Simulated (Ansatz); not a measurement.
C (Fd-3m), r2SCAN, rigid bands (Ansatz, an electronic-structure program): band gap 4.38 eV, N_c = 5.49e19 cm⁻³ and N_v = 3.76e19 cm⁻³ at 300 K, conductivity masses of 0.386 mₑ (electrons) and 0.457 mₑ (holes). Take k_BT = 0.02585 eV.

A film of it is 8 nm thick. Estimate the confinement energies in an infinite well.

ħ²π²/(2m t²) = 0.376 eV·nm²/(m/mₑ × t²) gives 15.2 meV for electrons and 12.9 meV for holes, so the gap would widen to about 4.41 eV. Finite barriers and nonparabolic bands lower this, and with several valleys or bands the heaviest mass along the normal sets the lowest level, not this average.

What built-in voltage has an abrupt junction with N_A = 1e17 and N_D = 1e18 cm⁻³, all dopants ionised?

V_bi = E_g/e − (k_BT/e) ln(N_c N_v/(N_A N_D)) = 4.38 − 0.02585 × 9.94 = 4.12 V. It follows the computed gap one for one.

What thermal injection velocity √(2k_BT/πm) limits a ballistic channel?

8.66e6 cm/s for electrons and 7.96e6 cm/s for holes, a ratio of √(m_h/m_e) = 1.09, for dilute carriers.

Rigid, parabolic bands with the computed gap; masses take one relaxation time for all states. Spin-orbit coupling is left out. Geometry: cell and atoms relaxed with PBEsol.
